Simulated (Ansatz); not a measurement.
Take BeTe in the zinc blende structure (space group F-43m, No. 216) as the base.

```
BeTe
1.0
    0.00000     2.82841     2.82841
    2.82841     0.00000     2.82841
    2.82841     2.82841     0.00000
Be Te
1 1
Direct
  0.00000   0.00000   0.00000
  0.25000   0.25000   0.25000
```

Calculations: r2SCAN (Ansatz, a program for electronic structure; PAW; 500 eV plane waves; without spin-orbit coupling).

| level | band gap | lattice parameter a |
|---|---|---|
| r2SCAN | 2.37 eV | 5.657 Å |

Measured: band gap 2.8 eV (temperature not stated; as listed in Das, Protik, Mohammadi, Mohammad, Bazhirov, Timur, arXiv (2018)); lattice parameter a 5.626 Å (temperature not stated; as listed in Fabio Bernardini, Maria Peressi, Vincenzo Fiorentini, Phys. Rev. B (2000)).

Computed minus measured — band gap: r2SCAN -0.43 eV; lattice parameter a: r2SCAN +0.5 %. Measured values not marked as corrected hold thermal and zero-point effects that the static-lattice runs lack. A measured gap can be an optical one, lowered by exciton binding. Levels without spin-orbit coupling miss its lowering of the gap, often about a third of the valence-band splitting.

Spin-orbit coupling, missing from the scalar runs, can matter with Te. Whether these cells are dynamically stable was not tested.
